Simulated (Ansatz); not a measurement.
# Al under a change: pressure 4.5 GPa

Take Al in the fcc (Cu type) structure (space group Fm-3m, No. 225; a = 4.040 Å) as the base.

Perturbation: cell and atoms relaxed at a pressure of 4.5 GPa.

Calculations: Kohn–Sham DFT with the PBE functional, run in Ansatz (a program for electronic structure) with PAW and 420 eV plane waves, no spin-orbit coupling. Γ-centred 20×20×20 mesh, Fermi–Dirac width 0.05 eV.

| quantity | base | changed | shift |
|---|---|---|---|
| density | 2.72 g/cm³ | 2.86 g/cm³ | +0.145 g/cm³ |
| lattice parameter a | 404.0 pm | 397.1 pm | -6.96 pm |
| shortest interatomic distance | 285.7 pm | 280.8 pm | -4.9 pm |
| band gap | zero | zero | – |

Final structure:

```
Al
1.0
    0.00000     1.98545     1.98545
    1.98545     0.00000     1.98545
    1.98545     1.98545     0.00000
Al
1
Cartesian
  0.00000   0.00000   0.00000
```

Cost of the whole job for the changed cell (relaxation, final SCF and bands): very roughly 8 core-seconds.

Load acts through the strain it causes; cell and atoms are relaxed under it. No phonon test of stability was made.
